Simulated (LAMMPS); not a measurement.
Ni (fcc) at 1300 K and zero pressure, started from the crystal, with several potentials, in cells of their own sizes.

Models:
- EAM-type CuNi.eam.alloy: classical MD, pair style eam/alloy, file CuNi.eam.alloy (LAMMPS); Onat and Durukanoglu, J Phys Cond Matt, 26, 035404 (2014)
- EAM-type Ni.adp: classical MD, pair style adp, file Ni.adp (LAMMPS); Mishin et al, Acta Mater, 53, 4029 (2005)
- EAM-type NiAlH_jea.eam.alloy: classical MD, pair style eam/alloy, file NiAlH_jea.eam.alloy (LAMMPS); Moody and Baskes, Modell Sim Mater Sci Eng, 3, 289-307 (1995)
- EAM-type smf7: classical MD, pair style eam, the elements' _smf7.eam files (smf7) (LAMMPS); Foiles, Phys Rev B 32, 7685 (1985)
- EAM-type universal-3 set of Foiles, Baskes and Daw: classical MD, pair style eam, the elements' _u3.eam files (universal-3 set of Foiles, Baskes and Daw) (LAMMPS); Foiles et al, Phys Rev B, 33, 7983 (1986)
- MEAM MoCoNiVFeAlCr_2nn.meam: classical MD, pair style meam, file MoCoNiVFeAlCr_2nn.meam (LAMMPS); Wang, J., Kwon, H., Kim, H.S. et al. A neural network model for high entropy alloy design. npj Comput Mater 9, 60 (2023).
- MEAM Ni.meam: classical MD, pair style meam, file Ni.meam (LAMMPS)
- MEAM library.meam-Ni: classical MD, pair style meam, file library.meam (library.meam-Ni) (LAMMPS); Baskes, Phys Rev B, 46, 2727-2742 (1992)
- SNAP Ni_Zuo_JPCA2020.quadratic.snap: MD with a machine-learned potential, pair style snap, file Ni_Zuo_JPCA2020.quadratic.snap (LAMMPS); Y. Zuo, C. Chen, X, Li, Z. Deng, Y. Chen, J. Behler, G. Csányi, A. V. Shapeev, A. P. Thompson, M. A. Wood, S. P. Ong, "Performance and Cost Assessment of Machine Learning Interatomic Potentials" J. Phys. Chem. A 124, 4, 731-745 (2020)
- SNAP Ni_Zuo_JPCA2020.snap: MD with a machine-learned potential, pair style snap, file Ni_Zuo_JPCA2020.snap (LAMMPS); Y. Zuo, C. Chen, X, Li, Z. Deng, Y. Chen, J. Behler, G. Csányi, A. V. Shapeev, A. P. Thompson, M. A. Wood, S. P. Ong, "Performance and Cost Assessment of Machine Learning Interatomic Potentials" J. Phys. Chem. A 124, 4, 731-745 (2020)

| potential | state | volume | first peak of g(r) | coordination number | mean phonon frequency | rough cost (ms per atom and simulated ps) |
|---|---|---|---|---|---|---|
| EAM-type CuNi.eam.alloy | crystal; no diffusion seen in 30 ps | 11.6399 ± 0.0004 Å³/atom | 2.49 Å, height 3.8 | 12.1 (counted to 3.14 Å) | 5.5 THz | 1 to 3 |
| EAM-type Ni.adp | crystal; no diffusion seen in 30 ps | 11.3148 ± 0.0005 Å³/atom | 2.49 Å, height 4.3 | 12.0 (counted to 3.06 Å) | 6.0 THz | 3 to 10 |
| EAM-type NiAlH_jea.eam.alloy | crystal; no diffusion seen in 30 ps | 11.8899 ± 0.0009 Å³/atom | 2.50 Å, height 3.7 | 12.2 (counted to 3.18 Å) | 5.4 THz | 1 to 3 |
| EAM-type smf7 | crystal; no diffusion seen in 30 ps | 11.5735 ± 0.0003 Å³/atom | 2.50 Å, height 4.3 | 12.1 (counted to 3.10 Å) | 6.2 THz | 1 to 3 |
| EAM-type universal-3 set of Foiles, Baskes and Daw | crystal; no diffusion seen in 30 ps | 11.6482 ± 0.0003 Å³/atom | 2.50 Å, height 4.2 | 12.0 (counted to 3.10 Å) | 6.0 THz | 0.3 to 1 |
| MEAM MoCoNiVFeAlCr_2nn.meam | crystal; no diffusion seen in 30 ps | 11.487 ± 0.001 Å³/atom | 2.50 Å, height 4.5 | 12.0 (counted to 3.10 Å) | 6.4 THz | 10 to 30 |
| MEAM Ni.meam | crystal; no diffusion seen in 30 ps | 11.1865 ± 0.0007 Å³/atom | 2.50 Å, height 5.5 | 12.0 (counted to 3.06 Å) | 8.2 THz | 3 to 10 |
| MEAM library.meam-Ni | crystal; no diffusion seen in 30 ps | 11.1848 ± 0.0004 Å³/atom | 2.50 Å, height 5.5 | 12.0 (counted to 3.02 Å) | 8.3 THz | 3 to 10 |
| SNAP Ni_Zuo_JPCA2020.quadratic.snap | crystal; no diffusion seen in 15 ps | 11.508 ± 0.002 Å³/atom | 2.48 Å, height 4.0 | 12.1 (counted to 3.10 Å) | 5.7 THz | 30 to 100 |
| SNAP Ni_Zuo_JPCA2020.snap | crystal; no diffusion seen in 15 ps | 11.368 ± 0.003 Å³/atom | 2.49 Å, height 4.1 | 12.1 (counted to 3.10 Å) | 5.9 THz | 100 to 300 |

Costs are rough: whole-run CPU time with set-up and analysis, from shared machines, in bands a factor of about three wide.

Caution (rows MEAM Ni.meam; SNAP Ni_Zuo_JPCA2020.quadratic.snap; SNAP Ni_Zuo_JPCA2020.snap): a run this short can hold a crystal over, or a liquid under, the potential's own melting point, which these runs don't give.

Caution: the potential MEAM library.meam-Ni is a first-neighbour MEAM set with a 4 Å cutoff, used here without a parameter file and away from the static properties it was fitted to.

States go by the mean squared displacement: a species diffuses where it passes 1.5 Å², still rises and gives D over 1e-6 cm²/s; a crystal has left its structure where atoms lie 0.35 Å off their sites on average or a cubic box changes its shape by 3 %, or the axial ratios of another lie 8 % off the starting cell's, which the potential's own relaxation can also do.

The ± values are statistical; the model's systematic error is not in them.
